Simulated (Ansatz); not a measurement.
PBE against PBEsol: hypothetical I4/mmm Ge, pressure 3 GPa

The parent structure is Ge (space group I4/mmm, No. 139; a = 7.0514 Å, c = 4.0729 Å; a hypothetical phase, not in the database extracts checked).

(Cell as relaxed with PBE.)

Levels (all Ansatz, a first-principles code, PAW): PBE (420 eV, no spin-orbit coupling); PBEsol (420 eV, spin-orbit coupling left out).

Each level relaxes its own structure.

```csv
base,PBE,PBEsol
volume per atom,25.31 Å³,24.21 Å³
lattice parameter a,705.1 pm,694.8 pm
band gap,zero,zero
```

Perturbation: a hydrostatic pressure of 3 GPa.

| quantity | PBE | PBEsol |
|---|---|---|
| lattice parameter a | 692.8 pm | 683.9 pm |
| c/a ratio | 0.580 | 0.579 |
| band gap | zero | zero |

PBE's lattice parameter a lies 8.9 pm above PBEsol's (1.3 %); the two agree on the band gap. Neither level is exact; PBEsol is the comparison here, not a measurement.

A case with no gap was solved on a k-mesh chosen for an insulator, which is coarse for it. Load acts through the strain it causes; cell and atoms are relaxed under it. Stability against distortions was not tested. The zero or small gap of Ge can change with the level of theory.
